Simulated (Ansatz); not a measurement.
Gap of a one-dimensional KCl body, 2 atoms a period at several levels, all on one geometry.

```yaml
crystal:
  lattice:
    - [11.00000, 0.00000, 0.00000]
    - [0.00000, 11.00000, 0.00000]
    - [0.00000, 0.00000, 5.74200]
  atoms:
    - { symbol: K, position: [0.50000, 0.50000, 0.00000] }
    - { symbol: Cl, position: [0.50000, 0.50000, 0.50000] }
```

Levels: PBE (plane waves to 420 eV, PAW; Ansatz, a program for electronic structure); r2SCAN (plane waves to 500 eV, PAW; Ansatz); HSE06 in Ansatz. Unmarked values and the geometry are of the first. Mesh 1×1×54. No spin polarisation. It repeats along c; a and b span vacuum. A hypothetical model. It keeps the symmetry and period of its start, so it need not be a minimum against all distortions. Pairing along the axis, which can open a gap, is among the distortions not tried. HSE06 ran on a 1×1×3 mesh and at PBE's edge points.

```
level   gap (eV)
------  --------
PBE         4.57
r2SCAN      5.43
HSE06          ?
```

### Question
Some entries are withheld; supply them.

### Answer

- HSE06, gap (eV): 5.70
